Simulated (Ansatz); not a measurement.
**CdSe under load (space group P6_3mc): band-edge transport data**

Consider the following.

```
CELL_PARAMETERS angstrom
      4.28294     0.00000     0.00000
     -2.14147     3.70913     0.00000
      0.00000     0.00000     6.99234
ATOMIC_POSITIONS crystal
  Cd 0.33333 0.66667 0.99970
  Cd 0.66667 0.33333 0.49970
  Se 0.33333 0.66667 0.37530
  Se 0.66667 0.33333 0.87530
```

The numbers are results of r2SCAN with spin-orbit coupling, rigid bands (plane waves, PAW; Ansatz, a program for electronic structure), not measurements. Condition of this run: hydrostatic pressure of 0.7 GPa (compression positive) (the target of the relaxation). Cell: cell and atoms relaxed with PBEsol, then loaded as said.

```yaml
band_gap: 1.08 eV
electron conductivity mass (300 K, dilute): 0.115 (x), 0.115 (y), 0.105 (z) mₑ
hole conductivity mass (300 K, dilute): 0.85 (x), 0.85 (y), 1.13 (z) mₑ
effective density of states N_c (300 K): 8.9e17 cm⁻³
effective density of states N_v (300 K): 2.1e19 cm⁻³
density_of_states_mass_electrons: 0.108 mₑ
density_of_states_mass_holes: 0.90 mₑ
Seebeck coefficient, n-type 1e19 cm⁻³, 300 K: -70 μV/K
best n-type power factor at 300 K for τ = 10 fs (best axis; densities from 1e16 to 1e21 cm⁻³ tried, whether or not they can be reached): 1.34 μW/(cm·K²) at 3e18 cm⁻³
Seebeck coefficient, p-type 1e19 cm⁻³, 300 K: 314 μV/K
best p-type power factor at 300 K for τ = 10 fs (best axis; densities from 1e16 to 1e21 cm⁻³ tried, whether or not they can be reached): 5.8 μW/(cm·K²) at 1e20 cm⁻³
```

Rigid bands; masses and Seebeck coefficients take one relaxation time τ for all states and one kind of carrier; polarons and phonon drag are left out. Geometry: cell and atoms relaxed with PBEsol.
